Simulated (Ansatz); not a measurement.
A computed series for hypothetical fluorite ZrS2: response to strain

Take ZrS2 in the fluorite structure (space group Fm-3m, No. 225; a = 6.256 Å; a hypothetical phase, not in the database extracts checked) as the base. Axes: x, y, z lie along the cube axes.

Strains are applied to the cell and any free atomic positions relax; under biaxial strain the out-of-plane vector relaxes too.

Computed with Ansatz (a first-principles code) r2SCAN, without spin-orbit coupling.

Candidates:
(a) biaxial strain −0.76 %, plane normal [001], relaxed out of plane
(b) isotropic strain −1.18 %
(c) biaxial strain +1.58 %, plane normal [001], relaxed out of plane
(d) biaxial strain −0.53 %, plane normal [110], relaxed out of plane

Notes on the quantities. energy relative to the base: free energy F.

Task: Order them by energy relative to the base, lowest first.

Result: (d) biaxial strain −0.53 %, plane normal [110], relaxed out of plane (+0.4 meV/atom), (a) biaxial strain −0.76 %, plane normal [001], relaxed out of plane (+2.0 meV/atom), (c) biaxial strain +1.58 %, plane normal [001], relaxed out of plane (+8.2 meV/atom), (b) isotropic strain −1.18 % (+9.2 meV/atom)

A case with no gap was solved on a k-mesh chosen for an insulator, which is coarse for it. Stability against distortions was not tested. The final runs are not spin-polarised.
